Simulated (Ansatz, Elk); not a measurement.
An Elk input for a self-consistent single point of Pb (Fm-3m, 1 atom in the cell) (DFT, PBEsol, all-electron FP-LAPW, Elk's shipped species files, APW+lo basis with extra local orbitals):

```
tasks
  0

xctype
  22

rgkmax
  8.0

gmaxvr
  16.0

nxlo
  2

lorbcnd
  .true.

lmaxi
  3

swidth
  0.00367493

maxscl
  100

scale
  6.614378879

avec
    0.0000000000    0.7071067812    0.7071067812
    0.7071067812    0.0000000000    0.7071067812
    0.7071067812    0.7071067812    0.0000000000

atoms
  1
  'Pb.in'
  1
  0.0000000000  0.0000000000  0.0000000000    0.0 0.0 0.0

ngridk
  9 9 9
```

**Question.** Translate this input to Ansatz (a first-principles code).

**Answer.** One input that does it (others would too):

Ansatz 0.2 input:
```yaml
# Pb
crystal:
  lattice:
    - [0.000000, 2.475000, 2.475000]
    - [2.475000, 0.000000, 2.475000]
    - [2.475000, 2.475000, 0.000000]
  atoms:
    - { symbol: Pb, position: [0.000000, 0.000000, 0.000000] }
kpoints:
  mp_grid: { grid: [9, 9, 9] }
hamiltonian:
  xc: pbesol
  pseudopotentials: { kind: paw }
scf:
  occupations: { method: fermi_dirac, width: 0.1 eV }
output:
  forces: true
  eigenvalues: true
  stress: true
```

Basis, cutoffs, solver keys and any potentials are the target program's own. This input uses DFT, PBEsol, plane waves, default PAW files made with PBE.

The starting cell has typed, rounded lattice constants, without a prior relaxation at this level.
